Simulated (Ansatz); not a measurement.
The starting structures come from a database of crystals and need not be the phases stable at ambient conditions.

Evanescent states of Li2PdF6 (P4_2/mnm, not sure to be the ambient phase, 18 atoms a cell, 10.5 Å³ an atom) along the normal of (110)

Calculation: r2SCAN (plane waves, PAW; Ansatz, a first-principles code).

The gap is the functional's own. No spin-orbit coupling. Mid-gap values are interpolated on the energy grid.

Energies count from the valence-band top; κ is the least over a 6×4 mesh across the current.

| E (eV) | κ (1/Å) | where |
|---|---|---|
| 0.07 | 0.214 | Γ |
| 0.20 | 0.355 | Γ |
| 0.33 | 0.382 | Γ |
| 0.46 | 0.381 | Γ |
| 0.58 | 0.378 | Γ |
| 0.71 | 0.375 | Γ |
| 0.84 | 0.371 | Γ |
| 0.97 | 0.366 | Γ |
| 1.10 | 0.360 | Γ |
| 1.24 | 0.353 | Γ |
| 1.36 | 0.344 | Γ |
| 1.50 | 0.333 | Γ |
| 1.62 | 0.320 | off Γ |
| 1.75 | 0.304 | off Γ |
| 1.89 | 0.284 | off Γ |
| 2.02 | 0.259 | off Γ |
| 2.15 | 0.227 | off Γ |
| 2.27 | 0.182 | off Γ |
| 2.40 | 0.103 | off Γ |

**Question.** How thick must the barrier be to attenuate the transmission by 10^6 when the electrodes' Fermi level lies at 0.71 eV, and what attenuation does that film give at 2.15 eV?

**Answer.** d = 6 ln 10 / (2 × 0.375) = 18.4 Å. At 2.15 eV it gives 6 × 0.227/0.375 = 3.6 decades.
